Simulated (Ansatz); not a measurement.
The starting structures come from a database of crystals and need not be the phases stable at ambient conditions.

By PBEsol, the system below comes out a metal.

Crystal: LuHg (Pm-3m, CsCl type, not sure to be the ambient phase, 2 atoms a cell, 23.5 Å³ an atom); planes in its conventional cell.

Computed with PBEsol (plane waves, PAW; Ansatz, an electronic-structure program).

G/A = (e²/h) × open channels of both spins per area, as a mean over 0.1 eV about the Fermi level, without spin-orbit coupling, for the cells as given.

| plane | area (Å²) | G/A (10¹⁵ S/m²) |
|---|---|---|
| (001) | 13.0 | 0.54 |
| (110) | 18.4 | … |
| (111) | 22.6 | … |

Q: Fill in the missing entries.

A: 
- (110), G/A (10¹⁵ S/m²): 0.63
- (111), G/A (10¹⁵ S/m²): 0.67
